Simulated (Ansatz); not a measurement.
**SiC: response to strain**

The parent structure is SiC (space group P6_3mc, No. 186; a = 3.094 Å, c = 10.129 Å).

Strains are applied to the cell and any free atomic positions relax.

All numbers come from PBE (Ansatz, a program for electronic structure; PAW; 420 eV plane waves; no SOC).

Notes on the quantities. energy relative to the base: free energy F.

```tsv
variant	band gap	width of the top valence band	smallest direct gap	energy relative to the base
base	2.22 eV	2.42 eV	3.34 eV	0 meV/atom
isotropic strain +0.75 %	2.22 eV	2.39 eV	3.33 eV	+3.5 meV/atom
isotropic strain +1.50 %	2.21 eV	2.36 eV	3.32 eV	+14 meV/atom
isotropic strain +2.25 %	2.20 eV	2.32 eV	3.30 eV	+30 meV/atom
isotropic strain +3.00 %	2.20 eV	2.29 eV	3.28 eV	+52 meV/atom
```

No phonon test of stability was made.
